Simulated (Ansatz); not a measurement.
## ZnO with two functionals, isotropic strain −0.28 %

Base system: ZnO in the wurtzite structure (space group P6_3mc, No. 186; a = 3.280 Å, c = 5.293 Å).

(Cell as relaxed with PBE.)

Levels (all Ansatz, an electronic-structure program, PAW): PBE (420 eV, no SOC); r2SCAN (500 eV, no spin-orbit coupling).

Each level relaxes its own structure.

```json
[
 {"base": "volume per atom", "PBE": "12.33 Å³", "r2SCAN": "11.81 Å³"},
 {"base": "lattice parameter a", "PBE": "3.280 Å", "r2SCAN": "3.235 Å"},
 {"base": "band gap", "PBE": "0.74 eV", "r2SCAN": "1.24 eV"}
]
```

One thing is altered: every lattice vector is shortened by 0.28 %, atoms relaxed at fixed cell.

| quantity | PBE | r2SCAN |
|---|---|---|
| valence-band top at Γ (three highest levels, from the VBM) | 0.00, 0.00, -0.08 eV | [?] |
| shift of the gap caused by the change | +0.01 eV | [?] |
| band gap | 0.76 eV | [?] |
| electron mass | 0.14 mₑ (at Γ) | [?] |
| gap character | direct at Γ | [?] |

What does r2SCAN give?


- valence-band top at Γ (three highest levels, from the VBM), r2SCAN: 0.00, 0.00, -0.10 eV
- shift of the gap caused by the change, r2SCAN: +0.01 eV
- band gap, r2SCAN: 1.25 eV
- electron mass, r2SCAN: 0.19 mₑ (at Γ)
- gap character, r2SCAN: direct at Γ

PBE's band gap lies 0.49 eV below r2SCAN's; the two agree on the shift of the gap caused by the change and gap character. Neither level is exact; r2SCAN is the comparison here, not a measurement.

Masses are band curvatures over ±0.01 Å⁻¹ around the edge. Gaps are Kohn–Sham eigenvalue differences; semilocal functionals usually give less than the measured gap. Stability against distortions was not tested.
